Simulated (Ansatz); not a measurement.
## Worked sum: formation energy of Cs2SnI6 (Fm-3m) from the elements

This concerns the formation energy of Cs2SnI6 (Fm-3m) from the elements. Reaction: Sn (white tin) + 6 I (Cmce) + 2 Cs (bcc) → Cs2SnI6 (Fm-3m). A negative value means that the right-hand side lies lower. The value is per atom of the solid.

Cs2SnI6 (Fm-3m), 9 atoms in the cell. Conventional cell: a = b = c = 11.640 Å, α = β = γ = 90.00°.

Ansatz (a quantum-chemistry and plane-wave program) with PAW potentials; structures come from PBE+D3(BJ) relaxations, nuclei static, no net charge. Ansatz runs with its default PAW set. Spin-orbit coupling is left out.

Total energies of the cells in eV, at zero smearing width. They compare only within one column; the weights balance every element.

| cell | atoms | weight | PBE+D3(BJ) |
|---|---|---|---|
| Cs2SnI6 (Fm-3m) | 9 | +2 | -62453.90372 |
| Sn (white tin) | 2 | −1 | -12049.10482 |
| I (Cmce) | 4 | −3 | -30052.80159 |
| Cs (bcc) | 1 | −4 | -5670.85448 |

PBE+D3(BJ): 2 × (-62453.90372) − (-12049.10482) − 3 × (-30052.80159) − 4 × (-5670.85448) = -16.880 eV; dividing by 18 atoms gives -0.94 eV/atom.

What follows from the PBE+D3(BJ) value: A formula unit of Cs2SnI6 has 9 atoms, so it forms with -0.9378 × 9 = -8.440 eV, or -814.3 kJ/mol at 96.485 kJ/mol per eV.
